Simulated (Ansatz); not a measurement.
# A computed series for Ta3Sn: pressure series

Start from Ta₃Sn in the A15 (Cr3Si type) structure (space group Pm-3n, No. 223; a = 5.261 Å).

Cell and atoms are relaxed at each pressure.

Calculations: PBEsol, PAW, 420 eV (Ansatz, a quantum-chemistry and plane-wave program; without spin-orbit coupling).

```
P (GPa)  V (Å³/atom)
-------  -----------
-2.00         18.394
-1.00         18.295
0.30          18.172
0.69          18.135
1.48          18.062
3.00          17.927
5.00          17.756
7.50          17.554
10.00         17.362
```

Problem. Fit a third-order Birch–Murnaghan equation of state.

Solution. Least squares on P(V) = (3B₀/2)[(V₀/V)^(7/3) − (V₀/V)^(5/3)]·[1 + (3/4)(B₀′ − 4)((V₀/V)^(2/3) − 1)] gives V₀ = 18.20 Å³/atom, B₀ = 193 GPa and B₀′ = 4.1.

Load acts through the strain it causes; cell and atoms are relaxed under it. Stability against distortions was not tested. Competing high-pressure phases were not computed. The final runs are not spin-polarised.
